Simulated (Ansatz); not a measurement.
Take GaAs in the zinc blende structure (space group F-43m, No. 216; a = 5.6590 Å) as the base.

The values are results of Ansatz (an electronic-structure program), PBEsol, PAW, cutoff 420 eV, no spin-orbit coupling, not measurements.

Its conduction minimum is a single valley at Γ with mass 0.025 mₑ.

The change: 0.136 electrons added to each cell, a density of 3.0×10^21 cm⁻³, with a uniform compensating background at fixed cell and a 300 K Fermi–Dirac width.

Q: Where would a parabolic band put the Fermi level, and where does the calculation put it?

A: k_F = (3π²n)^(1/3) = 0.446 Å⁻¹, so ħ²k_F²/2m = 30 eV above the band edge at zero temperature. The calculation gives 1.10 eV (to 0.05 eV): the band is strongly non-parabolic or higher valleys fill at this density.

Charged cell with a jellium background: band edges are those of the host's band count, energies are not comparable with the neutral cell, and many-body gap narrowing is missing. The levels and masses belong to the bands next to the band gap. Effective masses come from finite differences of ±0.01 Å⁻¹. No phonon test of stability was made.
